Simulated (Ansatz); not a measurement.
# Defect calculation: N on the O site (N_O) in wurtzite ZnO

These are PBE, PAW (plane waves to 420 eV; Ansatz, a quantum-chemistry and plane-wave program) values and carry that method's errors. A supercell of 192 sites (4×2×3 repeats of a cell of 8 atoms) was used; the energies come from a 2×2×2 shifted sampling of its zone. Site at the start: the O site. Finite-size correction: monopole term and site-potential alignment. Dielectric constants: PBE linear response of the host. Host gap at this level: 0.74 eV. Finite-size and sampling errors can reach tenths of an eV here. Levels are measured in PBE's own, too narrow, gap. Spin–orbit coupling is left out. Each state is the lowest found from its start.

Charges with a result: +1, 0, −1. Others weren't obtained, and one of them could lie lower, also by skipping a charge.

```csv
charge,moment (μB),largest move off a lattice site (Å),image correction with alignment (eV),above the lowest spin state (eV)
+1†,fractional,0.05,0.09,0.00
+1*,not spin-polarised,0.06,–,0.03
0,1.0,0.08,0.00,0.00
−1,not spin-polarised,0.08,0.13,0.00
```

* At this level the carrier isn't localised at the defect: . Such a state is shallow or no state of the defect, and this cell gives it no level.

† Not settled in this cell, so no level is given: charge +1: fractional moment, level within 0.1 eV of a band edge or past it.

Transition levels above the valence-band maximum: ε(0/−1) = 0.42 eV. With a charge missing or unsettled, these needn't be thermodynamic levels.

Flagged in the runs: a host whose relaxation on this sampling wasn't shown to rest.
